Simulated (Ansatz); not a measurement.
Here is the system:

```yaml
crystal:
  lattice:
    - [4.61875, 0.00000, 0.00000]
    - [0.00000, 4.59120, 0.00000]
    - [0.00000, 0.00000, 2.93905]
  atoms:
    - { symbol: Ti, position: [0.00000, 0.00000, 0.00000] }
    - { symbol: Ti, position: [0.50000, 0.50000, 0.50000] }
    - { symbol: O, position: [0.30590, 0.30341, 0.00000] }
    - { symbol: O, position: [0.80590, 0.19659, 0.50000] }
    - { symbol: O, position: [0.19410, 0.80341, 0.50000] }
    - { symbol: O, position: [0.69410, 0.69659, 0.00000] }
```

No spin polarisation.

Computed with plane-wave PAW DFT at the PBEsol level (Ansatz, a quantum-chemistry and plane-wave program, 420 eV), no SOC. Settings: 7×7×11 k-points, 0.05 eV Fermi–Dirac smearing.

Problem. What is the computed space group?

Solution. Pnnm (No. 58).

Problem. Predict the gap character.

Solution. Direct at Γ.

The cells carry an imposed strain or load. Stability against distortions was not tested. All final runs are without spin polarisation. The cell was made from TiO2 in the rutile structure (space group P4_2/mnm, No. 136) by this change: uniaxial strain ε_xx = +0.60 %.
